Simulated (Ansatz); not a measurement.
Consider the following.

```
SiS2
1.0
   -2.84271     4.86023     2.76718
    2.84271    -4.86023     2.76718
    2.84271     4.86023    -2.76718
S Si
4 2
Direct
  0.88340   0.79569   0.67909
  0.38340   0.70431   0.08771
  0.61660   0.29569   0.91229
  0.11660   0.20431   0.32091
  0.75000   0.75000   0.00000
  0.25000   0.25000   0.00000
```

No spin polarisation.

Computed with r2SCAN (Ansatz, a first-principles code; PAW; 500 eV plane waves; no SOC). Settings: 8×8×8 k-points, 0.05 eV Fermi–Dirac smearing.

What band gap does the calculation give?

3.25 eV.

Predict the smallest direct gap.

3.54 eV.

Load acts through the strain it causes; cell and atoms are relaxed under it. No phonon test of stability was made. The cell was made from SiS2 (space group Ibam, No. 72; made of chains) by this change: pressure 0.3 GPa. No dispersion term is included, though the crystal is made of layers, chains or molecules, so its spacings can come out too wide.
